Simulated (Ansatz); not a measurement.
By PBEsol, the system below comes out a metal.

A figure of merit of an interconnect metal is its ballistic conductance per area.

Consider the following.

```
Os
1.0
    2.74613     0.00000     0.00000
    0.00000     4.32631     0.00000
    1.37307     0.00000     2.37822
Os
2
Cartesian
  1.37306   3.24473   0.79274
  2.74613   1.08158   1.58548
```

The cell is taken as given; by PBEsol it stands under a pressure of -6.9 GPa.

The current flows along the normal of the first two printed cell vectors, the (100) plane of the conventional cell. No spin-orbit coupling; the value is a mean over 0.1 eV about the Fermi level.

**Question.** Compute, with Ansatz (a first-principles code) with PBEsol, the ballistic conductance per area.

**Answer.** 1.1 × 10¹⁵ S/m² for both spins.
